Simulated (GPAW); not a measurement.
**Parameter sweep on GeP3O6 (R-3, 20 atoms in the cell)**

```xyz
20
Lattice="6.2736 3.6221 3.2134 -6.2736 3.6221 3.2134 0.0000 -7.2442 3.2134" Properties=species:S:1:pos:R:3 pbc="T T T"
Ge     0.0000     0.0000     4.8201
Ge     0.0000     0.0000     0.0000
P     -1.1774    -2.2408     7.4319
P      1.1774     2.2408     2.2083
P      2.5293     0.1007     7.4319
P     -2.5293    -0.1007     2.2083
P     -1.3519     2.1401     7.4319
P      1.3519    -2.1401     2.2083
O     -1.0420     6.0076     5.3976
O      1.0420    -6.0076     4.2426
O     -4.6818    -3.9062     5.3976
O      4.6818     3.9062     4.2426
O      5.7238    -2.1014     5.3976
O     -5.7238     2.1014     4.2426
O     -0.4480    -1.8422     6.1721
O      0.4480     1.8422     3.4681
O      1.8194     0.5331     6.1721
O     -1.8194    -0.5331     3.4681
O     -1.3714     1.3091     6.1721
O      1.3714    -1.3091     3.4681
```

Base run A: LDA (Perdew-Wang 92), GPAW PAW datasets LDA (gpaw-data 1.0.1) (GPAW 25.7.0), self-consistent single point.

Its settings: mode = pw; ecut = 950 eV; xc = LDA; kpts = 3 3 3; mesh shift (steps) = 0 0 0; occupations.name = fermi-dirac; occupations.width = 0 eV; nbands = -6; convergence.density = 1e-05 e/electron; convergence.energy = 1e-05 eV/electron; convergence.bands = -4; symmetry.symmorphic = false; symmetry.tolerance = 0.0005; maxiter = 120.

The starting cell comes from a database of computed structures (which also holds hypothetical and non-ambient phases and stackings), without a prior relaxation at this level.

Absolute energies have different zeros for different potentials, functionals, Hubbard and dispersion terms and are not compared across them.

```csv
run,change,largest force (eV/Å),gap on the mesh (eV)
A,base,0.349,2.521
B,xc: LDA → PBEsol; potentials: GPAW PAW datasets PBEsol (made by gpaw-setup) [PBEsol],0.501,2.540
C,xc: LDA → RPBE; potentials: GPAW PAW datasets RPBE (gpaw-data 1.0.1) [RPBE],0.783,2.580
D,xc: LDA → revPBE; potentials: GPAW PAW datasets revPBE (gpaw-data 1.0.1) [revPBE],0.736,2.581
E,xc: LDA → BLYP; potentials: GPAW PAW datasets BLYP (made by gpaw-setup) [BLYP],0.696,2.596
F,xc: LDA → PW91; potentials: GPAW PAW datasets PW91 (made by gpaw-setup) [PW91],0.548,2.571
G,xc: LDA → vdW-DF2 (libvdwxc); potentials: GPAW PAW datasets PBE (gpaw-data 1.0.1) [vdW-DF2],1.088,2.588
H,xc: LDA → vdW-DF-cx (libvdwxc); potentials: GPAW PAW datasets PBE (gpaw-data 1.0.1) [vdW-DF-cx],0.622,2.556
```

Run C against A: The largest force goes from 0.349 to 0.783 eV/Å and the gap on the mesh goes from 2.521 to 2.580 eV.

Run B against A: The largest force goes from 0.349 to 0.501 eV/Å and the gap on the mesh goes from 2.521 to 2.540 eV.

Run F against A: The largest force goes from 0.349 to 0.548 eV/Å and the gap on the mesh goes from 2.521 to 2.571 eV.
